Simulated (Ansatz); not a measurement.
The reference is PbS in the rock salt structure (space group Fm-3m, No. 225).

```xyz
2
Lattice="0.0000 2.9513 2.9513 2.9513 0.0000 2.9513 2.9513 2.9513 0.0000" Properties=species:S:1:pos:R:3 pbc="T T T"
S      0.0000     0.0000     0.0000
Pb     2.9513     2.9513     2.9513
```

Cartesian axes are those of the cell as printed.

The values are results of Ansatz (a first-principles code) PBEsol, no SOC, not measurements.

The change: uniaxial stress, 1 GPa compression along x; all other stress components relax to zero.

Question: Estimate the effect on the energy relative to the base.

Answer: The energy increases by 0.5 meV/atom.

Question: What does the calculation give for the strain response after the change?

Answer: The strain response (xx, yy, zz) comes out as (−0.66, +0.06, +0.06) %.

Stability under load was not tested beyond the relaxation.
